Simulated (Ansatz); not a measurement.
WSi2: response to strain

Base system: WSi2 (space group I4/mmm, No. 139; a = 3.229 Å, c = 7.870 Å; relaxed with 0.1 eV smearing).

Strains are applied to the cell and any free atomic positions relax.

Level of theory: PBE in Ansatz (plane waves to 420 eV, PAW, no spin-orbit coupling).

Notes on the quantities. pressure: mean of the normal stresses, compression positive.

```json
[
 {"isotropic strain (%)": "-3", "pressure (GPa)": "24.4"},
 {"isotropic strain (%)": "-2.5", "pressure (GPa)": "?"},
 {"isotropic strain (%)": "-2", "pressure (GPa)": "15.1"},
 {"isotropic strain (%)": "-0.5", "pressure (GPa)": "3.4"},
 {"isotropic strain (%)": "0", "pressure (GPa)": "0.0"},
 {"isotropic strain (%)": "0.5", "pressure (GPa)": "-3.2"},
 {"isotropic strain (%)": "1.5", "pressure (GPa)": "-8.8"},
 {"isotropic strain (%)": "2", "pressure (GPa)": "-11.3"},
 {"isotropic strain (%)": "3", "pressure (GPa)": "-15.8"}
]
```

Problem. Fit P = P₀ − Bδ + Cδ² with δ = (1 + ε)³ − 1 to the rows shown and predict the withheld row.

Solution. Least squares on the printed values gives P₀ = 0.0 GPa, B = 225 GPa (at held cell shape), C = 602 GPa (largest residual 0.2 GPa); this predicts 19.7 GPa, and the run gives 19.6 GPa, in agreement.

Stability against distortions was not tested. All final runs are without spin polarisation.

Ansatz is a quantum-chemistry and plane-wave program.
